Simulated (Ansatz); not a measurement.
The starting structures come from a database of crystals and need not be the phases stable at ambient conditions.

Input:

```xyz
5
Lattice="5.4619 0.0000 0.0000 0.0865 7.7543 0.0000 0.0433 3.8772 3.8468" Properties=species:S:1:pos:R:3 pbc="T T T"
Cs     0.0089     0.0124     0.0000
Ge     2.6880     3.7567     0.0000
Cl     2.8162     6.0276     2.1083
Cl     2.7729     2.1505     1.7385
Cl     0.3241     3.9027     0.0000
```

Space group of this cell: R3m. The cell is taken as given.

Transport runs along the normal of the first two printed cell vectors, the (110) plane of the conventional cell.

The gap is the functional's own, uncorrected, and κ follows it; spin-orbit coupling is left out. Mid-gap values are interpolated between the computed energies.

**Question.** Give the band gap and the smallest decay constant κ at mid-gap that r2SCAN in Ansatz (a program for electronic structure) yields.

**Answer.** Gap 2.41 eV on a 8×8×8 mesh; κ = 0.211 1/Å, at (0.500, 0.000) of the in-plane reciprocal vectors. At the zone centre, at the nearest computed energy, the slowest state has κ = 0.26 1/Å.
